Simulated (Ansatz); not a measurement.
## Si (diamond structure), cut as [111] wire, round, 1.02 nm across, 2 periods a cell, F-ended

Computed with PBE, support functions at accuracy medium on the grid of 420 eV (PAW; Ansatz, a quantum-chemistry and plane-wave program).

Basis: localised support functions (accuracy medium) on a full density matrix. k-points: zone centre alone; occupations: fixed; spin polarisation not allowed. Scalar-relativistic, no spin-orbit coupling.

 The period along the axis is held at the bulk value.

Levels round the gap, from the highest filled one. The participation number counts the atoms that a level spreads over, the last column its weight on the ending and the atoms that carry it.

```
level              E (eV)  participation number  weight
-----------------  ------  --------------------  ------
filled, level 355     [?]                    65    0.89
filled, level 356   -0.20                    69    0.78
filled, level 357   -0.20                    69    0.78
filled, level 358   -0.17                    72    0.68
filled, level 359   -0.17                    72    0.68
filled, level 360   -0.06                    85    0.72
filled, level 361   -0.06                    85    0.72
filled, level 362    0.00                    90    0.58
empty, level 363      [?]                    76    0.63
```

Fill in the missing entries.


- empty, level 363, E (eV): 1.74
- empty, level 363, E (eV): 1.74
- filled, level 355, E (eV): -0.36
